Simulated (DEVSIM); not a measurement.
Device: illuminated Si n-on-p cell, one wavelength, at 300 K.

```csv
layer (left to right),material,thickness (μm),Nd (cm⁻³),Na (cm⁻³),τn (s),τp (s),absorption coefficient (cm⁻¹)
1,Si,0.120,7.4e18,-,1.9e-7,3.6e-8,7700
2,Si,140,-,6e15,1.9e-7,1.9e-7,7700
```

Left contact: ohmic, minority hole recombination velocity 500 cm/s. Right contact: ohmic, minority electron recombination velocity 2000 cm/s. Voltage is applied to the left contact. Recombination: SRH at mid-gap, radiative. Light enters at the left, 2.4e18 photons cm⁻² s⁻¹, one pass, no reflection. Mobility is μmin + (μ − μmin)/(1 + (N/Nref)^α).

Constants are typed, rounded textbook-type inputs, not results; the design itself was drawn at random and stands for no fabricated device. Values at 300 K.

```tsv
parameter	Si
gap (eV)	1.124
affinity (eV)	4.05
permittivity	11.7
Nc (cm⁻³)	2.86e19
Nv (cm⁻³)	3.1e19
μn (cm²/Vs)	1417
μp (cm²/Vs)	470
μn,min	52
μp,min	45
Nref,n	9.7e16
Nref,p	2.2e17
αn	0.68
αp	0.72
B (cm³/s)	4.7e-15
```

Model (solved in DEVSIM): 1D drift-diffusion, Boltzmann statistics, complete ionisation; no tunnelling, impact ionisation, image-force lowering or self-heating.

**Question.** Tabulate band edges, carrier densities and field at zero bias, in the dark.

**Answer.** Energies count from the Fermi level of the right contact; mesh points crowd at the junctions.

```
x (μm)   Ec (eV)  Ev (eV)  n (cm⁻³)  p (cm⁻³)  field (V/cm)
-------  -------  -------  --------  --------  ------------
0.000      0.035   -1.089    7.4e18     < 1e2           ≈ 0
0.02537    0.035   -1.089    7.4e18     < 1e2           ≈ 0
0.06703    0.035   -1.089    7.4e18     < 1e2           ≈ 0
0.1029     0.035   -1.089    7.4e18     < 1e2           ≈ 0
0.1352     0.163   -0.961    5.3e16      2200         42000
0.1883     0.347   -0.777    4.3e13   2700000         31000
0.3048     0.649   -0.475     3.6e8    3.3e11         21000
0.7243     0.903   -0.221     20000    5.9e15            79
1.517      0.903   -0.221     19000    6.0e15           ≈ 0
3.444      0.903   -0.221     19000    6.0e15           ≈ 0
7.669      0.903   -0.221     19000    6.0e15           ≈ 0
22.89      0.903   -0.221     19000    6.0e15           ≈ 0
53.79      0.903   -0.221     19000    6.0e15           ≈ 0
98.95      0.903   -0.221     19000    6.0e15           ≈ 0
126.5      0.903   -0.221     19000    6.0e15           ≈ 0
134.1      0.903   -0.221     19000    6.0e15           ≈ 0
137.6      0.903   -0.221     19000    6.0e15           ≈ 0
139.0      0.903   -0.221     19000    6.0e15           ≈ 0
139.8      0.903   -0.221     19000    6.0e15           ≈ 0
140.0      0.903   -0.221     19000    6.0e15           ≈ 0
140.1      0.903   -0.221     19000    6.0e15           ≈ 0
140.1      0.903   -0.221     19000    6.0e15           ≈ 0
```
